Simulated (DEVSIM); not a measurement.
Device: abrupt GaAs n-p junction, at 400 K.

Layer 1 from the left is GaAs, thickness (μm) 15.0, Nd (cm⁻³) 2.5e17, τn (s) 1e-9, τp (s) 1e-9. Layer 2 from the left is GaAs, thickness (μm) 5.30, Na (cm⁻³) 2.8e16, τn (s) 1e-9, τp (s) 1e-9.

Left contact: ohmic. Right contact: ohmic. Voltage is applied to the left contact. Recombination: SRH at mid-gap, Auger. Mobility is constant in doping.

This is a model device: material constants are rounded textbook-type values typed into the input, and sizes, dopings and lifetimes were drawn at random. Values at 300 K; Nc and Nv go as T^1.5, mobilities as T to minus their exponent, the gap by Varshni's rule with the affinity fixed.

GaAs: gap (eV) 1.424, affinity (eV) 4.07, permittivity 12.9, Nc (cm⁻³) 4.7e17, Nv (cm⁻³) 9e18, μn (cm²/Vs) 8500, μp (cm²/Vs) 400, T exponent of μn 2.1, T exponent of μp 2.2, Cn (cm⁶/s) 1e-30, Cp (cm⁶/s) 1e-30, Varshni α (eV/K) 0.000541, Varshni β (K) 204.

Q: Estimate by hand the built-in potential, the peak field at zero bias, the capacitance at 3 V, and compare with a numerical solution.

A: 
- Built-in potential: ni = √(Nc Nv) exp(−Eg/2kT) = 6.67e9 cm⁻³ with Eg = 1.377 eV; Vbi = kT/q ln(Na Nd/ni²) = 1.127 V; numerical 1.127 V.
- Peak field at zero bias: depletion approximation: W = √(2εVbi/(qN)) = 0.253 μm with N = 2.52e16 cm⁻³; field = 2Vbi/W = 89200 V/cm; numerical 86700 V/cm (estimate above by 2.9 %).
- Capacitance at 3 V: C = √(qεN / 2(Vbi + |V|)) = 23.6 nF/cm²; numerical 23.8 nF/cm² (estimate below by 0.85 %).

Simulated with DEVSIM: 1D drift-diffusion, Boltzmann statistics, complete ionisation; no tunnelling, impact ionisation, image-force lowering or self-heating.
